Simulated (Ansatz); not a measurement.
**Cu: response to strain**

Consider Cu in the fcc (Cu type) structure (space group Fm-3m, No. 225; a = 3.5768 Å; relaxed with 0.1 eV smearing). Axes: x, y, z lie along the cube axes.

Strains are applied to the cell and any free atomic positions relax; under biaxial strain the out-of-plane vector relaxes too; under stress the whole cell relaxes.

Level of theory: r2SCAN in Ansatz (plane waves to 500 eV, PAW, spin-orbit coupling left out).

Notes on the quantities. energy relative to the base: free energy F.

| change | space group | shortest interatomic distance | energy relative to the base |
|---|---|---|---|
| base | Fm-3m (No. 225) | 2.529 Å | 0 meV/atom |
| biaxial strain −0.50 %, plane normal [001], relaxed out of plane | I4/mmm (No. 139) | 2.517 Å | +0.3 meV/atom |
| biaxial strain +4.40 %, plane normal [110], relaxed out of plane | Immm (No. 71) | (withheld) | (withheld) |
| isotropic strain +2.57 % | Fm-3m (No. 225) | 2.594 Å | +31 meV/atom |
| uniaxial strain ε_zz = −0.95 % | I4/mmm (No. 139) | 2.517 Å | +0.7 meV/atom |
| uniaxial stress, 2 GPa compression along z | I4/mmm (No. 139) | 2.510 Å | +2.2 meV/atom |

Question: Complete the table.

Answer: 
- biaxial strain +4.40 %, plane normal [110], relaxed out of plane, shortest interatomic distance: 2.456 Å
- biaxial strain +4.40 %, plane normal [110], relaxed out of plane, energy relative to the base: +36 meV/atom

A biaxial case was relaxed in a doubled cell and then solved in the primitive one. Beyond what the load breaks, stability against distortions was not tested. All final runs are without spin polarisation.

Ansatz is a first-principles code.
